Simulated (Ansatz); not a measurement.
# A computed series for Y: response to strain

Start from Y in the hcp (Mg type) structure (space group P6_3/mmc, No. 194; a = 3.652 Å, c = 5.703 Å; relaxed with 0.1 eV smearing).

Strains are applied to the cell and any free atomic positions relax.

Computed with PBE (Ansatz, a quantum-chemistry and plane-wave program), spin-orbit coupling left out.

Notes on the quantities. energy relative to the base: free energy F; pressure: mean of the normal stresses, compression positive.

| case | energy relative to the base | volume per atom | pressure |
|---|---|---|---|
| base | 0 meV/atom | 32.94 Å³ | 0.0 GPa |
| isotropic strain −2.50 % | +25 meV/atom | 30.53 Å³ | 3.4 GPa |
| isotropic strain −2.00 % | +16 meV/atom | 31.00 Å³ | 2.7 GPa |
| isotropic strain −1.00 % | +3.8 meV/atom | 31.96 Å³ | 1.3 GPa |
| isotropic strain −0.50 % | +0.9 meV/atom | 32.45 Å³ | 0.6 GPa |
| isotropic strain +0.50 % | +0.9 meV/atom | 33.44 Å³ | -0.6 GPa |
| isotropic strain +1.00 % | +3.6 meV/atom | 33.94 Å³ | -1.1 GPa |
| isotropic strain +1.50 % | +8.1 meV/atom | 34.45 Å³ | -1.7 GPa |
| isotropic strain +2.00 % | +14 meV/atom | 34.96 Å³ | -2.2 GPa |
| isotropic strain +2.50 % | +22 meV/atom | 35.47 Å³ | -2.7 GPa |

Stability against distortions was not tested. All final runs are without spin polarisation.
